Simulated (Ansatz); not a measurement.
# Alloy series in PbS

Start from PbS in the rock salt structure (space group Fm-3m, No. 225; a = 6.009 Å).

The other end (x = 1) is PbTe in the rock salt structure (space group Fm-3m, No. 225): 35.44 Å³/atom, gap 0.83 eV.

Te replaces a fraction x of S; each row is one arrangement (x, atoms in the cell, starting space group or random), fully relaxed.

Method: Kohn–Sham DFT with the PBE functional, run in Ansatz (a quantum-chemistry and plane-wave program) with PAW and 420 eV plane waves, no SOC, earlier PAW set.

Candidates:
(a) x(Te) = 0.25, 8 atoms, Pm-3m
(b) x(Te) = 0.25, 8 atoms, R-3m
(c) x(Te) = 0.75, 8 atoms, Cmmm
(d) x(Te) = 0.75, 8 atoms, C2/m

**Question.** Order them by mixing energy, lowest first.

**Answer.** (b) x(Te) = 0.25, 8 atoms, R-3m (+17 meV/atom), (d) x(Te) = 0.75, 8 atoms, C2/m (+22 meV/atom), (c) x(Te) = 0.75, 8 atoms, Cmmm (+30 meV/atom), (a) x(Te) = 0.25, 8 atoms, Pm-3m (+71 meV/atom)

These are small ordered cells, not random alloys; other orderings at the same x differ. With Pb and Te present, leaving out spin-orbit coupling can change the band edges. No phonon test of stability was made.
